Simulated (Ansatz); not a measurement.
Ansatz (a first-principles code), DFT, PBE, plane waves, its default PAW files, spin-polarised: bcc Fe, 1 atom, spin-polarised from a ferromagnetic start (3 μB on Fe). Basis and mesh were picked for this test and aren't claimed converged.

```
Property                                                                                   Result
-------------------------------------------------------  ----------------------------------------
cell                                                     2.48, 2.48, 2.48 Å; 109.5, 109.5, 109.5°
task                                                                                 single point
k mesh                                                                                   20×20×20
hamiltonian.xc                                                                                pbe
kind of files                                                                                 paw
scf.occupations.method                                                                fermi_dirac
scf.occupations.width                                                                      0.1 eV
output.forces                                                                                true
magnetization.spin_polarized                                                                 true
memory maximum (--max-ram)                                                                 200GiB
basis.precision                                                                    auto (default)
scf.eigensolver.kind                                                               auto (default)
scf.mixing.algorithm                                                               auto (default)
scf.mixing.preconditioner                                                          auto (default)
scf.lower_state_search                                                            light (default)
k-points after symmetry (for each spin) (base settings)                                       256
bands at the start (base settings)                                                             14
electrons (base settings)                                                                      16
plane waves at Γ (base settings)                                                              225
cutoff (eV) (base settings)                                                                   420
FFT grid (base settings)                                                                 18×18×18
symmetry operations (base settings)                                                            48
```

Machine: one whole node, Arm Neoverse V2, 96 cores on 1 socket, no SMT, 1 L3 cache group.

Times are wall-clock medians of two to five runs, from launch to exit, with nothing else on the machine. Unless noted, each process is bound to its own block of adjacent cores. Build: release build for Arm (Neoverse V2), one process with threads. Other compilers and libraries give other times. Scratch files lie in a memory file system.

All on 8 threads. Base settings, kept where nothing else is said: scf.convergence.dr2_threshold = 1e-07 (default), basis.xc_grid = 2 (default), accuracy = medium (default). The candidates, on 8 cores each, agree within 1.0 meV/atom in energy, 0.020 μB/atom in magnetization, 0.020 μB/atom in absolute magnetization:
A. basis.xc_grid = 1
B. basis.xc_grid = 4
C. scf.convergence.dr2_threshold = 0.001 eV
D. scf.convergence.dr2_threshold = 1e-11 eV
E. the base settings
F. accuracy = low

Task: Which of these settings finishes first?

Result: C (scf.convergence.dr2_threshold = 0.001 eV), 0.93 s. At the other end D takes 1.3× as long.

| candidate | wall time | repeats | SCF iterations |
|---|---|---|---|
| C | 0.93 s | 3 runs within 6 % | 7 |
| E | 1.0 s | 3 runs within 1 % | 9 |
| A | 1.1 s | 3 runs within 8 % | 9 |
| F | 1.1 s | 3 runs within 5 % | 9 |
| B | 1.1 s | 3 runs within 3 % | 9 |
| D | 1.2 s | 3 runs within 1 % | 12 |

From the slowest to the fastest: The largest move is in band solves (diag): 0.53 s to 0.38 s. What the program resolved moves too: residual threshold (eV) from 1e-11 to 0.001. In the fastest run the program took: scf.mixing.algorithm MSR1, scf.mixing.preconditioner none, scf.eigensolver.kind band_cg, --slots 8, --kpoint-pools 1.

Keys are those of Ansatz 0.2.
